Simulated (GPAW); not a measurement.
## Worked example: self-consistent single point of GaFe3 (Pm-3m, 4 atoms in the cell) in GPAW

Method: LDA (Perdew-Wang 92), GPAW PAW datasets LDA (gpaw-data 1.0.1) (plane waves; GPAW).

Input as run:

```python
from ase import Atoms
from ase.units import GPa
from gpaw import GPAW

atoms = Atoms(['Ga', 'Fe', 'Fe', 'Fe'],
              cell=[[3.638030, 0.000000, 0.000000],
                    [0.000000, 3.638030, 0.000000],
                    [0.000000, 0.000000, 3.638030]],
              scaled_positions=[[0.000000, 0.000000, 0.000000],
                                [0.000000, 0.500000, 0.500000],
                                [0.500000, 0.000000, 0.500000],
                                [0.500000, 0.500000, 0.000000]],
              pbc=True)

atoms.set_initial_magnetic_moments([0.0, 4.0, 4.0, 4.0])

calc = GPAW(spinpol=True,
            mode={'name': 'pw', 'ecut': 800},
            xc='LDA',
            kpts={'size': (6, 6, 6), 'gamma': True},
            occupations={'name': 'methfessel-paxton', 'width': 0.272, 'order': 0},
            nbands=-8,
            symmetry={'symmorphic': False, 'tolerance': 0.0005},
            maxiter=100,
            txt='-')

atoms.calc = calc

energy = atoms.get_potential_energy()
print('Energy (eV):', round(energy, 6))
forces = atoms.get_forces()
print('Forces (eV/Ang):')
print(forces.round(5))
stress = atoms.get_stress()
print('Stress (GPa, Voigt):', (stress / GPa).round(4))
```

Output, abridged:

```
Input parameters:
  kpts: {gamma: True,
         size: (6, 6, 6)}
  maxiter: 100
  mode: {ecut: 800,
         name: pw}
  nbands: -8
  occupations: {name: methfessel-paxton,
                order: 0,
                width: 0.272}
  spinpol: True
  symmetry: {symmorphic: False,
             tolerance: 0.0005}

species:
  Ga:
    name: Gallium
    Z: 31.0
    valence: 3
    core: 28
    charge: 0.0
    file: Ga.LDA.gz

    # Using partial waves for Ga as LCAO basis

  Fe:
    name: Iron
    Z: 26.0
    valence: 8
    core: 18
    charge: 0.0
    file: Fe.LDA.gz

    # Using partial waves for Fe as LCAO basis

Reference energy: -156481.874215  # eV

Spin-polarized calculation.
Initial magnetic moment: 12.000000

Convergence criteria:
 Maximum [total energy] change in last 3 cyles: 0.0005 eV / valence electron
 Maximum integral of absolute [dens]ity change: 0.0001 electrons / valence electron
 Maximum integral of absolute [eigenst]ate change: 4e-08 eV^2 / valence electron
 Maximum number of scf [iter]ations: 100

Symmetries present (total): 48
Symmetries with fractional translations: 0
216 k-points: 6 x 6 x 6 Monkhorst-Pack grid + [1/12,1/12,1/12]
20 k-points in the irreducible part of the Brillouin zone
       k-points in crystal coordinates                weights
   0:     0.00000000    0.00000000    0.00000000          1/216
   1:     0.16666667    0.00000000    0.00000000          6/216
   2:     0.16666667    0.16666667    0.00000000         12/216
   [... 7 lines left out ...]
          ...
  19:     0.50000000    0.50000000    0.50000000          1/216

Wave functions: Plane wave expansion
  Cutoff energy: 800.000 eV
  Number of coefficients (min, max): 2440, 2517
  Pulay-stress correction: 0.000000 eV/Ang^3 (de/decut=0.000000)

Occupation numbers: Methfessel-Paxton:
  width: 0.2720  # eV
  order: 0

Eigensolver

Densities:
  Coarse grid: 24*24*24 grid
  Fine grid: 48*48*48 grid
  Total Charge: 0.000000

Density mixing:
  Method: difference
  Backend: pulay
  Linear mixing parameter: 0.05
  old densities: 5
  Damping of long wavelength oscillations: 50

Hamiltonian:
  XC and Coulomb potentials evaluated on a 48*48*48 grid
  External potential:
    NoExternalPotential

Number of atoms: 4
Number of atomic orbitals: 31
Number of bands in calculation: 27
Number of valence electrons: 27
Bands to converge: occupied

Density initialized from atomic densities
  27 bands from LCAO basis set

Atomic positions and initial magnetic moments

Positions:
   0 Ga     0.000000    0.000000    0.000000    ( 0.0000,  0.0000,  0.0000)
   1 Fe     0.000000    1.819015    1.819015    ( 0.0000,  0.0000,  4.0000)
   2 Fe     1.819015    0.000000    1.819015    ( 0.0000,  0.0000,  4.0000)
   3 Fe     1.819015    1.819015    0.000000    ( 0.0000,  0.0000,  4.0000)

Unit cell:
           periodic     x           y           z      points  spacing
  1. axis:    yes    3.638030    0.000000    0.000000    24     0.1516
  2. axis:    yes    0.000000    3.638030    0.000000    24     0.1516
  3. axis:    yes    0.000000    0.000000    3.638030    24     0.1516

  Lengths:   3.638030   3.638030   3.638030
  Angles:   90.000000  90.000000  90.000000

Effective grid spacing dv^(1/3) = 0.1516

     iter     time        total  log10-change:  magmom
                         energy   eigst   dens
iter:   1 --:--:--   -33.037139                   +12.0234
iter:   2 --:--:--   -34.255009   -0.46  -1.37    +9.0283
iter:   3 --:--:--   -34.476896   -1.31  -1.37    +6.6847
iter:   4 --:--:--   -34.386701   -1.43  -1.41    +6.7840
iter:   5 --:--:--   -34.396407   -2.21  -1.87    +6.7466
iter:   6 --:--:--   -34.406611   -2.22  -1.89    +6.6995
iter:   7 --:--:--   -34.398581c  -2.95  -2.14    +6.7085
iter:   8 --:--:--   -34.391531   -2.81  -2.18    +6.7051
iter:   9 --:--:--   -34.391707c  -3.39  -2.85    +6.7028
iter:  10 --:--:--   -34.391819c  -3.77  -3.03    +6.6985
iter:  11 --:--:--   -34.391426c  -3.77  -2.81    +6.6953
iter:  12 --:--:--   -34.391441c  -4.17  -3.28    +6.6946
iter:  13 --:--:--   -34.391426c  -4.36  -3.91    +6.6932
iter:  14 --:--:--   -34.391426c  -4.53  -3.99    +6.6927
iter:  15 --:--:--   -34.391437c  -4.66  -4.03c   +6.6925
iter:  16 --:--:--   -34.391451c  -4.85  -4.15c   +6.6926
iter:  17 --:--:--   -34.391448c  -5.02  -4.39c   +6.6927
iter:  18 --:--:--   -34.391452c  -5.18  -4.90c   +6.6928
iter:  19 --:--:--   -34.391455c  -5.32  -4.87c   +6.6930
iter:  20 --:--:--   -34.391456c  -5.43  -4.70c   +6.6930
   [... 9 lines left out ...]
iter:  30 --:--:--   -34.391458c  -6.81  -5.48c   +6.6929
iter:  31 --:--:--   -34.391458c  -6.92  -5.52c   +6.6930
iter:  32 --:--:--   -34.391458c  -7.05  -5.90c   +6.6930
iter:  33 --:--:--   -34.391458c  -7.16  -6.00c   +6.6930
iter:  34 --:--:--   -34.391458c  -7.31  -6.54c   +6.6930
iter:  35 --:--:--   -34.391458c  -7.45c -6.60c   +6.6930

Converged after 35 iterations.

Dipole moment: (0.000000, -0.000000, -0.000000) |e|*Ang

Total magnetic moment: (0.000000, 0.000000, 6.692970)
Local magnetic moments:
   0 Ga ( 0.000000,  0.000000, -0.089781)
   1 Fe ( 0.000000,  0.000000,  2.217605)
   2 Fe ( 0.000000,  0.000000,  2.217605)
   3 Fe ( 0.000000,  0.000000,  2.217605)

Energy contributions relative to reference atoms: (reference = -156481.874215)

Kinetic:        +41.153942
Potential:      -33.527238
External:        +0.000000
XC:             -42.238083
Entropy (-ST):   -0.096526
Local:           +0.268184
SIC:             +0.000000
--------------------------
Free energy:    -34.439721
Extrapolated:   -34.391458

Spin contamination: 0.159229 electrons
Showing only first 2 kpts
                      Up                     Down
 Kpt  Band  Eigenvalues  Occupancy  Eigenvalues  Occupancy
  0    11      8.53214    1.00000     10.09574    0.00164
  0    12      9.13230    0.98075     10.09574    0.00164
  0    13      9.53567    0.48889     11.02770    0.00000
  0    14      9.53567    0.48889     11.02770    0.00000

  1    11      8.52694    1.00000     10.58579    0.00000
  1    12      8.85414    0.99978     10.58579    0.00000
  1    13      8.87839    0.99965     10.88517    0.00000
  1    14      8.87839    0.99965     11.01830    0.00000

Fermi level: 9.53031

No gap
No difference between direct/indirect transitions
Energy (eV): -34.391458

Forces in eV/Ang:
  0 Ga    0.00000    0.00000    0.00000
  1 Fe   -0.00000   -0.00000   -0.00000
  2 Fe   -0.00000   -0.00000    0.00000
  3 Fe    0.00000    0.00000   -0.00000

Stress tensor:
     0.078051    -0.000000     0.000000
    -0.000000     0.078051     0.000000
     0.000000     0.000000     0.078051
Stress (GPa, Voigt): [12.5052 12.5052 12.5052  0.      0.     -0.    ]
```

The run converged in 35 iterations. GPAW prints stress with tension positive.

The starting cell comes from a database of computed structures (which also holds hypothetical and non-ambient phases and stackings), without a prior relaxation at this level. The magnetic order is the one reached from the typed start; others were not searched systematically. With a pressure of about -13 GPa the cell is away from its equilibrium volume at this level.

Cost on one core of a shared machine: roughly 40 s.
